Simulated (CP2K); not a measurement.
Input and output of a self-consistent single point for CaC2 (R-3m, 3 atoms in the cell) (CP2K).

Level of theory: PBEsol, GPW, DZVP-MOLOPT-SR-GTH basis, GTH-PBE potentials (GTH_POTENTIALS) in CP2K 2026.2.

```
CELL_PARAMETERS angstrom
      4.47185     0.00000     0.00000
      2.83630     3.45728     0.00000
      2.83630     1.34178     3.18629
ATOMIC_POSITIONS crystal
  Ca 0.00000 0.00000 0.00000
  C  0.55291 0.55291 0.55291
  C  0.44709 0.44709 0.44709
```

Reference input (self-consistent single point, DFT PBEsol, GPW, DZVP-MOLOPT-SR-GTH basis, GTH-PBE potentials (GTH_POTENTIALS)): CUTOFF = 500 Ry; REL_CUTOFF = 60 Ry; KPOINTS/SCHEME = MONKHORST-PACK 7 7 7; XC_FUNCTIONAL = PBE:PBESOL; Ca/BASIS_SET = DZVP-MOLOPT-SR-GTH; Ca/POTENTIAL = GTH-PBE-q10; C/BASIS_SET = DZVP-MOLOPT-SR-GTH; C/POTENTIAL = GTH-PBE-q4; METHOD = GPW; EPS_DEFAULT = 1e-10; NGRIDS = 5; SCF_GUESS = ATOMIC. This run's input differs from it in these lines:

```diff
@@ -36,3 +36,4 @@
     &KPOINTS
-      SCHEME MONKHORST-PACK 7 7 7
+      SCHEME MONKHORST-PACK 14 14 14
+      GAMMA_CENTERED T
     &END KPOINTS
```

Output (repeated stretches shortened):

```
 SCF WAVEFUNCTION OPTIMIZATION

  Step     Update method      Time    Convergence         Total energy    Change
     1 NoMix/Diag. 0.40E+00      -     1.91349296       -47.9056991695 -4.79E+01
     2 Broy./Diag. 0.40E+00      -     0.03240633       -47.3263705998  5.79E-01
     3 Broy./Diag. 0.40E+00      -     0.03012289       -47.7637779874 -4.37E-01
     4 Broy./Diag. 0.40E+00      -     0.00705398       -47.9621250154 -1.98E-01
     5 Broy./Diag. 0.40E+00      -     0.00204253       -47.9690843039 -6.96E-03
     6 Broy./Diag. 0.40E+00      -     0.00073659       -47.9774930596 -8.41E-03
   [... 2 lines left out ...]
     9 Broy./Diag. 0.40E+00      -     0.00003624       -47.9808135123  1.15E-04
    10 Broy./Diag. 0.40E+00      -     0.00000490       -47.9807304522  8.31E-05
    11 Broy./Diag. 0.40E+00      -     0.00000485       -47.9806894340  4.10E-05
    12 Broy./Diag. 0.40E+00      -     0.00000014       -47.9806835006  5.93E-06
  *** SCF run converged in    12 steps ***

  Overlap energy of the core charge distribution:               0.00000750561828
  Self energy of the core charge distribution:                -99.00201374426841
  Core Hamiltonian energy:                                     25.06589646684830
  Hartree energy:                                              34.41922282965411
  Exchange-correlation energy:                                 -8.46379655844001

  Total energy:                                               -47.98068350058772

 ENERGY| Total FORCE_EVAL ( QS ) energy [hartree]            -47.980684452226733

 FORCES| Atomic forces [hartree/bohr]
 FORCES|   Atom     x               y               z               |f|
 FORCES|      1  2.51567872E-08 -1.75676894E-10  3.20453554E-09   2.53606753E-08
   [... lines left out ...]

 STRESS| Analytical stress tensor [bar]
 STRESS|                        x                   y                   z
 STRESS|      x        6.14411739269E+04   3.08912581138E+04   2.05100962923E+04
 STRESS|      y        3.08912581138E+04   1.07555233547E+04   9.70285438614E+03
 STRESS|      z        2.05100962923E+04   9.70285438614E+03   2.58388104644E+03
 STRESS| 1/3 Trace                                             2.49268594427E+04
```

The run converged in 12 iterations. Against the reference run the free energy hardly moves (within 1 meV/atom), the pressure stays at 2.49 GPa, the largest force stays at 2.167 eV/Å and the gap on the mesh goes from 2.571 to 2.358 eV.

The starting cell comes from a database of computed structures (which also holds hypothetical and non-ambient phases and stackings), without a prior relaxation at this level. Its lattice was rescaled by a random factor within 2.5 % of one. Values carry the incompleteness of an atom-centred basis. The potentials were made for another functional than the one used. Forces in this geometry exceed 1 eV/Å.

Cost on one core of a shared machine: roughly 2 min.
